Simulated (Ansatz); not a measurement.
Input:

```xyz
8
Lattice="4.7245 0.0000 0.0000 0.0000 6.7572 0.0000 0.0000 0.0000 8.4069" Properties=species:S:1:pos:R:3 pbc="T T T"
Rb     0.0000     3.3786     2.2605
Na     2.3623     0.0000     6.7347
Rb     2.3623     0.0000     1.9300
Rb     0.0000     3.3786     6.1074
S      0.0000     1.0591     8.2710
S      2.3623     4.4428     4.2301
S      0.0000     5.6981     8.2710
S      2.3623     2.3144     4.2301
```

No spin polarisation.

All numbers come from DFT with PBEsol, PAW potentials and a 420 eV plane-wave cutoff in Ansatz (a program for electronic structure), spin-orbit coupling left out. Γ-centred 7×5×4 mesh, Fermi–Dirac width 0.05 eV.

Question: Estimate the gap character (in this cell's own zone, which can be folded).

Answer: Indirect, Γ → Y.

Question: What is the computed band gap?

Answer: 1.42 eV.

Each cell is one ordered arrangement of few atoms, which overstates ordering effects compared with a random alloy. Whether these cells are dynamically stable was not tested. The cell was made from RbS by this change: x(Na) = 0.25, 8 atoms, Pmm2.
